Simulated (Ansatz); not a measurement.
LiF (model structure, F-43m, No. 216, 2 atoms in the cell), treated with r²SCAN+rVV10 (Ansatz, a quantum-chemistry and plane-wave program, plane waves, PAW).

The run printed, among other lines:

```
WARN output.stress: scf.convergence.dr2_threshold = 1e-7 eV (the SCF's general default) is looser than the 2e-10 eV advised for a printed stress (1e-10 eV for …
Relaxation: its limit of steps is 80 (relax.max_steps)
Crystal: 2 atoms, lattice volume = 19.904 Å³
Basis set: ecut = 560 eV, 609 PW (Γ), exchange–correlation on 72×72×72 points (27 copies of the dense FFT grid, shifted against one another)
Bands: 9, of which v1, the nominal top of the filled ones, is band 5 counted from 1 (4 counted from 0)
Symmetry: 24 space group operations
Space group: F-43m (ITA 216), of the structure as read, at distance tolerance 2.7e-5 Å
k-points: 104 of 2744 (time reversal used)
Functional: x = r2scan, c = r2scan + rvv10(b = 11.95, C = 0.0093); τ floored in thin density (d = 2e-4 eV/Å³)
SCF iter   1: F=—  HF=-1017.750371 eV  |F-HF|=—  |Δ(HF+E_count)|=         —  Δρ=5.66e-3  dr2=4.87e-3  dr2_τ=3.21e-2
SCF iter   2: F=—  HF=-1017.797940 eV  |F-HF|=—  |Δ(HF+E_count)|=   4.76e-2  Δρ=3.89e-3  dr2=7.09e-4  dr2_τ=2.51e-4
  ...
SCF 1 converged in 6 iterations: F = -1017.798028 eV  dr2 = 2.66e-9
Crystal: 2 atoms, lattice volume = 19.904 Å³
Initial density: handed on by an earlier stage of this run
SCF iter   1: F=—  HF=-1017.798028 eV  |F-HF|=—  |Δ(HF+E_count)|=         —  Δρ=4.92e-6  dr2=2.66e-9  dr2_τ=4.83e-10
SCF iter   2: F=-1017.798028 eV  HF=-1017.798028 eV  |F-HF|=3.19e-10  |Δ(HF+E_count)|=  9.12e-10  Δρ=2.66e-6  dr2=3.31e-10  dr2_τ=1.47e-10
SCF 2 converged in 2 iterations: F = -1017.798028 eV  dr2 = 3.31e-10
SCF converged after 2 iterations
Free energy (F): -1017.798028 eV
Internal energy: -1017.798028 eV  (E = F + TS)
E sigma→0 (E₀):  -1017.798028 eV
Fermi energy:    2.717060 eV
--- Stress (GPa, compression-positive) ---
       -1.144480       0.000000      -0.000000
       -0.000000      -1.144480       0.000000
       -0.000000       0.000000      -1.144480
  P = ⅓ Tr σ = -1.1445 GPa (-11.445 kbar)
```

Task: Write an input file that could have produced this run (the log leaves some choices open).

Result: This is not unique; one that fits is 
Ansatz 0.2 input:
```yaml
crystal:
  lattice:
    - [0.0, 2.1509769867, 2.1509769867]
    - [2.1509769867, 0.0, 2.1509769867]
    - [2.1509769867, 2.1509769867, 0.0]
  atoms:
    - { symbol: Li, position: [0.0, 0.0, 0.0] }
    - { symbol: F, position: [0.25, 0.25, 0.25] }
basis:
  ecutwfc: 560
  ecutrho_ratio: 4
  xc_grid: 3
kpoints:
  mp_grid: { grid: [14, 14, 14] }
hamiltonian:
  xc: r2scan
  dispersion: rvv10
  pseudopotentials: { kind: paw }
scf:
  occupations: { method: fermi_dirac, width: 0.01 }
output:
  forces: true
  stress: true
  eigenvalues: true
relax:
  f_tol: 0.004
  escape_saddle: false
  max_steps: 80
```

The cell is one volume of an energy–volume scan, off the minimum.

The PAW data were made under PBE.

Note: the relaxation could raise the start's symmetry but not lower it, so the cell can be a saddle point.

Computing time: around 8 core-seconds (rough).

A model structure was made by putting elements into a prototype or built by hand; it is no filed structure, need not be a known phase, and can be a saddle point held by its symmetry.
